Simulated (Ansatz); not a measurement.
Start from AlN in the wurtzite structure (space group P6_3mc, No. 186; a = 3.107 Å, c = 4.978 Å). Axes: x lies along a and z along c of the hexagonal cell.

The values are results of r2SCAN (Ansatz, a program for electronic structure), no spin-orbit coupling, earlier PAW set, not measurements.

Strains are applied to the cell and any free atomic positions relax.

One change was made to it. Results:

```json
[
 {"quantity": "largest internal atomic displacement", "base": "–", "after": "0.023 Å"},
 {"quantity": "valence-band top at Γ (three highest levels, from the VBM)", "base": "0.00, -0.22, -0.22 eV", "after": "0.00, -0.10, -0.30 eV"},
 {"quantity": "energy relative to the base (free energy F)", "base": "0 meV/atom", "after": "+10 meV/atom"},
 {"quantity": "gap character", "base": "direct at Γ", "after": "direct at Γ"}
]
```

Problem. Which of these changes matches the shifts?
A) uniaxial strain ε_yy = +2.37 %
B) strain tensor (xx, yy, zz, yz, xz, xy) = (+1.19, +2.48, +0.63, −0.17, +1.28, −0.79) %
C) strain tensor (xx, yy, zz, yz, xz, xy) = (+0.02, −3.68, −0.79, −0.69, +0.67, +1.06) %
D) strain tensor (xx, yy, zz, yz, xz, xy) = (−0.13, −1.53, +0.93, −0.17, +0.49, +1.88) %

Solution. D, strain tensor (xx, yy, zz, yz, xz, xy) = (−0.13, −1.53, +0.93, −0.17, +0.49, +1.88) %. For comparison, the valence-band top at Γ in the other runs: uniaxial strain ε_yy = +2.37 % gives 0.00, -0.23, -0.38 eV; strain tensor (xx, yy, zz, yz, xz, xy) = (+0.02, −3.68, −0.79, −0.69, +0.67, +1.06) % gives 0.00, -0.10, -0.35 eV; strain tensor (xx, yy, zz, yz, xz, xy) = (+1.19, +2.48, +0.63, −0.17, +1.28, −0.79) % gives 0.00, -0.28, -0.38 eV.

Stability against distortions was not tested. k-point labels follow each cell's own Brillouin zone.
